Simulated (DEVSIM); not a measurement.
System: Cr/SiO2/p-Si capacitor, at 300 K.

```tsv
layer (left to right)	material	thickness (nm)	Na (cm⁻³)
1	SiO2	8.00	-
2	Si	6600	7.6e15
```

Metal gate on the left, work function 4.5 eV. Fixed charge at the semiconductor interface 0 cm⁻² (in units of +e); interface traps 1.9e10 cm⁻² eV⁻¹, uniform in energy, neutral level at 0.7 of the gap above the valence band.

This is a model device: material constants are rounded textbook-type values typed into the input, and sizes, dopings and lifetimes were drawn at random. Values at 300 K.

```csv
parameter,SiO2,Si
gap (eV),9,1.124
affinity (eV),0.9,4.05
permittivity,3.9,11.7
Nc (cm⁻³),-,2.86e19
Nv (cm⁻³),-,3.1e19
```

Model (solved in DEVSIM): 1D Poisson equation in equilibrium, Boltzmann statistics, complete ionisation; no quantum confinement or tunnelling. Metal contacts follow the ideal Schottky-Mott rule: no Fermi-level pinning, no interface dipoles.

The interface trap density was swept, all else fixed.

| interface trap density (cm^-2 eV^-1) | minimum of the low-frequency capacitance (μF/cm²) | flat-band voltage (V) | threshold voltage (band bending 2φF) (V) |
|---|---|---|---|
| 0 | 0.0317 | -0.46 | 0.33 |
| 1e10 | … | -0.46 | 0.33 |
| 1.9e10 | 0.0343 | -0.46 | 0.33 |
| 1e11 | 0.0450 | -0.48 | 0.34 |
| 3e11 | 0.0691 | -0.52 | 0.35 |
| 1e12 | 0.134 | -0.67 | 0.38 |
| 2e12 | 0.195 | -0.88 | 0.43 |

**Question.** Some entries are withheld; supply them.

**Answer.** 
- 1e10, minimum of the low-frequency capacitance (μF/cm²): 0.0331
